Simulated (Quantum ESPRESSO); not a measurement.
Quantum ESPRESSO is run on BeAu (P2_13, 8 atoms in the cell), and the run fails. The aim is a self-consistent single point with DFT, LDA (PZ), plane waves, GBRV 1.5 ultrasoft (LDA) pseudopotentials.

Cell that was meant: a = 4.6680 Å, b = 4.6680 Å, c = 4.6680 Å, α = 90.00°, β = 90.00°, γ = 90.00°.

Part of the input:

```fortran
   ibrav = 0
   nat = 8
   ntyp = 2
   ecutwfc = 40.0
   ecutrho = 320
   occupations = 'smearing'
   smearing = 'marzari-vanderbilt'
[...]
Be    0.8440000000    0.8440000000    0.8440000000
Be    0.6560000000    0.1560000000    0.3440000000
Be    0.3440000000    0.6560000000    0.1560000000
Be    0,1560000000    0,3440000000    0,6560000000
K_POINTS automatic
8 8 8  1 1 1
CELL_PARAMETERS angstrom
```

Log, with long lists cut:

```
     This program is part of the open-source Quantum ESPRESSO suite
     for quantum simulation of materials; please cite

[eval_infix.c] A parsing error occurred
helper string:
0,1560000000
error code:
Error: invalid token: ,

 %%%%%%%%%%%%%%%%%%%%%%%%%%%%%%%%%%%%%%%%%%%%%%%%%%%%%%%%%%%%%%%%%%%%%%%%%%%%%%
     Error in routine card_atomic_positions (1):
     Error while parsing atomic position card.
 %%%%%%%%%%%%%%%%%%%%%%%%%%%%%%%%%%%%%%%%%%%%%%%%%%%%%%%%%%%%%%%%%%%%%%%%%%%%%%

     stopping ...
```

Q: From the messages shown, name the fault and mend the input.

A: The fault is decimal commas. The program does not read a comma as a decimal mark. To fix it, use decimal points. The program stopped before any SCF iteration.

An input that runs soundly differs in these lines (not the only fix; some lines may just follow from the change or write a value another way):
```diff
-   ecutwfc = 40.0
+   ecutwfc = 40
-Be    0,1560000000    0,3440000000    0,6560000000
+Be    0.1560000000    0.3440000000    0.6560000000
```

With that input, the run converged in 12 iterations: free energy E − TS -7779.2811 eV; Fermi level (on the code's own zero) 13.36 eV; pressure -5.30 GPa; largest force (vector length) 0.064 eV/Å (DFT, LDA (PZ), plane waves, GBRV 1.5 ultrasoft (LDA) pseudopotentials).

On the sound input: the starting cell comes from a database of published, mostly measured structures (it also holds non-ambient and calculated ones), without a prior relaxation at this level. With a pressure of about -5 GPa the cell is away from its equilibrium volume at this level.
